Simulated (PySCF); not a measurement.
PySCF 2.14.0, BP86/def2-svp, df: Zr(F)(Me)3 ([CH3][Zr]([CH3])([CH3])[F]), 14 atoms. The geometry is a generated start, not checked to be a minimum at this level.

```
Item                                                Result
-------------------------  -------------------------------
task                                                energy
method                                                bp86
basis                                             def2-svp
two-electron scheme                        density fitting
mol.max_memory                                     3000 MB
mf.max_cycle                                           100
mf.conv_tol                                1e-09 (default)
mf.grids.level                                 3 (default)
effective core potentials  those of the basis set, past Kr
basis functions                                        132
grid points                                         167280
```

```xyz
14

Zr     0.4435    -0.0524    -0.2694
F      2.0459    -0.2092    -1.2882
C      0.9944     0.2438     1.8659
H      0.5599    -0.5074     2.5475
H      0.7047     1.2382     2.2476
H      2.0945     0.1688     1.9570
C     -0.6779     1.7151    -1.0371
H     -1.5250     2.0370    -0.4086
H     -1.0766     1.5152    -2.0490
H      0.0128     2.5747    -1.1228
C     -0.7440    -1.9183    -0.5598
H     -0.2777    -2.5101    -1.3697
H     -1.7925    -1.7367    -0.8527
H     -0.7622    -2.5588     0.3395
```

Charge 0 and multiplicity 1 are set for this test and not shown to be the ground state.

With the defaults (mf.DIIS = CDIIS, mf.diis = true, mf.damp = 0, mf.diis_start_cycle = 1, mf.diis_space = 8, mf.init_guess = minao, mf.level_shift = 0, newton = off) it converges in 14 Fock builds. One run each on 2 threads, 1 BLAS thread, with these changes:
- mf.init_guess = 1e
- mf.diis = false
- mf.init_guess = mod_huckel
- mf.diis_space = 3
- newton = Hessian by the SCF's own integrals
- mf.DIIS = EDIIS
- mf.level_shift = 1 Hartree
- mf.damp = 0.7, mf.diis_start_cycle = 8
- mf.level_shift = 0.1 Hartree

**Question.** Name the settings that don't reach the solution of the defaults.

**Answer.** No convergence: mf.DIIS = EDIIS; mf.diis = false (the run ends without SCF convergence in 100 cycles). The rest reach the solution of the defaults.

```csv
setting,Fock builds,end
mf.level_shift = 0.1 Hartree,13,same solution
the defaults,14,same solution
"mf.damp = 0.7, mf.diis_start_cycle = 8",16,same solution
mf.init_guess = mod_huckel,17,same solution
mf.diis_space = 3,18,same solution
mf.init_guess = 1e,21,same solution
newton = Hessian by the SCF's own integrals,39,same solution
mf.level_shift = 1 Hartree,44,same solution
mf.DIIS = EDIIS,101,no convergence
mf.diis = false,101,no convergence
```

Under newton the count holds the products with the orbital Hessian.
